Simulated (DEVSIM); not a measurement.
# Si p-i-n diode

Device: Si p-i-n diode, at 350 K.

```
layer (left to right)  material  thickness (μm)  Nd (cm⁻³)  Na (cm⁻³)  τn (s)  τp (s)
---------------------  --------  --------------  ---------  ---------  ------  ------
1                            Si           0.640          -     1.9e17  7.1e-5  7.1e-5
2                            Si           0.310     5.1e11          -  7.1e-5  7.1e-5
3                            Si            1.40       1e17          -  7.1e-5  7.1e-5
```

Left contact: ohmic. Right contact: ohmic. Voltage is applied to the left contact. Recombination: SRH at mid-gap. Mobility is μmin + (μ − μmin)/(1 + (N/Nref)^α).

Constants are typed, rounded textbook-type inputs, not results; the design itself was drawn at random and stands for no fabricated device. Values at 300 K; Nc and Nv go as T^1.5, mobilities as T to minus their exponent, the gap by Varshni's rule with the affinity fixed.

| parameter | Si |
|---|---|
| gap (eV) | 1.124 |
| affinity (eV) | 4.05 |
| permittivity | 11.7 |
| Nc (cm⁻³) | 2.86e19 |
| Nv (cm⁻³) | 3.1e19 |
| μn (cm²/Vs) | 1417 |
| μp (cm²/Vs) | 470 |
| μn,min | 52 |
| μp,min | 45 |
| Nref,n | 9.7e16 |
| Nref,p | 2.2e17 |
| αn | 0.68 |
| αp | 0.72 |
| T exponent of μn | 2.3 |
| T exponent of μp | 2.2 |
| Varshni α (eV/K) | 0.000473 |
| Varshni β (K) | 636 |

DEVSIM, 1D drift-diffusion, Boltzmann statistics, complete ionisation; no tunnelling, impact ionisation, image-force lowering or self-heating.

The potential step across the device at zero bias is 0.773 V, the dark forward voltage at 1 A/cm² comes out as 0.518 V and the dark forward voltage at 100 A/cm² is 0.659 V.

Dark reverse current:

| V (V) | J (A/cm²) |
|---|---|
| -0.04 | -2.7e-8 |
| -0.10 | -3.7e-8 |
| -0.20 | -3.9e-8 |
| -0.30 | -4.0e-8 |
| -0.40 | -4.1e-8 |
| -0.60 | -4.3e-8 |
| -0.80 | -4.4e-8 |
| -1.00 | -4.5e-8 |
| -1.30 | -4.6e-8 |
| -1.60 | -4.7e-8 |
| -2.00 | -4.8e-8 |

Small-signal capacitance in reverse bias (quasi-static):

| V (V) | C (nF/cm²) |
|---|---|
| -0.04 | 32.6 |
| -0.1 | 32.2 |
| -0.2 | 31.5 |
| -0.3 | 31.0 |
| -0.4 | 30.6 |
| -0.6 | 29.9 |
| -0.8 | 29.3 |
| -1 | 28.8 |
| -1.3 | 28.1 |
| -1.6 | 27.5 |
| -2 | 26.8 |
